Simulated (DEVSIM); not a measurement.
Device: illuminated Si n-on-p cell, one wavelength, at 300 K.

| layer (left to right) | material | thickness (μm) | Nd (cm⁻³) | Na (cm⁻³) | τn (s) | τp (s) | absorption coefficient (cm⁻¹) |
|---|---|---|---|---|---|---|---|
| 1 | Si | 0.170 | 8.5e17 | - | 1.2e-6 | 2.4e-5 | 3500 |
| 2 | Si | 88.0 | - | 4.8e16 | 7.2e-5 | 7.2e-5 | 3500 |

Left contact: ohmic, minority hole recombination velocity 300 cm/s. Right contact: ohmic, minority electron recombination velocity 8e5 cm/s. Voltage is applied to the left contact. Recombination: SRH at mid-gap, radiative, Auger. Gap narrowing is on: ΔEg = 6.92 meV × (l + √(l² + 0.5)), l = ln(N/1.3e17 cm⁻³), shared equally by both band edges. Light enters at the left, 2.3e16 photons cm⁻² s⁻¹, one pass, no reflection. Mobility is μmin + (μ − μmin)/(1 + (N/Nref)^α).

This is a model device: material constants are rounded textbook-type values typed into the input, and sizes, dopings and lifetimes were drawn at random. Values at 300 K.

```tsv
parameter	Si
gap (eV)	1.124
affinity (eV)	4.05
permittivity	11.7
Nc (cm⁻³)	2.86e19
Nv (cm⁻³)	3.1e19
μn (cm²/Vs)	1417
μp (cm²/Vs)	470
μn,min	52
μp,min	45
Nref,n	9.7e16
Nref,p	2.2e17
αn	0.68
αp	0.72
B (cm³/s)	4.7e-15
Cn (cm⁶/s)	2.8e-31
Cp (cm⁶/s)	9.9e-32
```

Simulated with DEVSIM: 1D drift-diffusion, Boltzmann statistics, complete ionisation; no tunnelling, impact ionisation, image-force lowering or self-heating.

The photon flux was swept, all else fixed.

```json
[
 {"photon flux (cm^-2 s^-1)": "6.9e14", "open-circuit voltage (V)": "0.475", "short-circuit current (mA/cm²)": "0.107", "fill factor": "0.80", "largest power (mW/cm²)": "0.0405"},
 {"photon flux (cm^-2 s^-1)": "2.3e15", "open-circuit voltage (V)": "0.506", "short-circuit current (mA/cm²)": "0.358", "fill factor": "0.81", "largest power (mW/cm²)": "0.146"},
 {"photon flux (cm^-2 s^-1)": "6.9e15", "open-circuit voltage (V)": "0.535", "short-circuit current (mA/cm²)": "1.07", "fill factor": "0.81", "largest power (mW/cm²)": "0.466"},
 {"photon flux (cm^-2 s^-1)": "2.3e16", "open-circuit voltage (V)": "0.566", "short-circuit current (mA/cm²)": "3.58", "fill factor": "0.82", "largest power (mW/cm²)": "1.66"},
 {"photon flux (cm^-2 s^-1)": "6.9e16", "open-circuit voltage (V)": "0.594", "short-circuit current (mA/cm²)": "10.7", "fill factor": "0.83", "largest power (mW/cm²)": "5.27"},
 {"photon flux (cm^-2 s^-1)": "2.3e17", "open-circuit voltage (V)": "0.625", "short-circuit current (mA/cm²)": "35.8", "fill factor": "0.83", "largest power (mW/cm²)": "18.6"},
 {"photon flux (cm^-2 s^-1)": "6.9e17", "open-circuit voltage (V)": "0.654", "short-circuit current (mA/cm²)": "107", "fill factor": "0.84", "largest power (mW/cm²)": "58.8"}
]
```

From the first row to the last the open-circuit voltage goes from 0.475 to 0.654. From the first row to the last the short-circuit current goes from 0.107 to 107.
